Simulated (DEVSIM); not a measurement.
Device: Ti/SiON/p-Si capacitor, at 300 K.

```tsv
layer (left to right)	material	thickness (nm)	Na (cm⁻³)
1	SiON	25.0	-
2	Si	9900	3.4e15
```

Metal gate on the left, work function 4.33 eV. Fixed charge at the semiconductor interface -4e11 cm⁻² (in units of +e); no interface traps.

This is a model device: material constants are rounded textbook-type values typed into the input, and sizes, dopings and lifetimes were drawn at random. Values at 300 K.

| parameter | SiON | Si |
|---|---|---|
| gap (eV) | 7 | 1.124 |
| affinity (eV) | 1.4 | 4.05 |
| permittivity | 5.5 | 11.7 |
| Nc (cm⁻³) | - | 2.86e19 |
| Nv (cm⁻³) | - | 3.1e19 |

DEVSIM, 1D Poisson equation in equilibrium, Boltzmann statistics, complete ionisation; no quantum confinement or tunnelling. Metal contacts follow the ideal Schottky-Mott rule: no Fermi-level pinning, no interface dipoles.

The substrate doping was swept, all else fixed.

```csv
substrate doping (cm^-3),minimum of the low-frequency capacitance (μF/cm²),flat-band voltage (V),threshold voltage (band bending 2φF) (V)
1.7e14,0.00617,-0.20,0.32
3.4e14,0.00847,-0.22,0.36
6.8e14,0.0108,-0.24,0.39
1.7e15,0.0162,-0.26,0.45
3.4e15,0.0210,-0.28,0.51
6.8e15,0.0278,-0.30,0.60
```

From the first row to the last the minimum of the low-frequency capacitance goes from 0.00617 to 0.0278. From the first row to the last the flat-band voltage goes from -0.20 to -0.30.
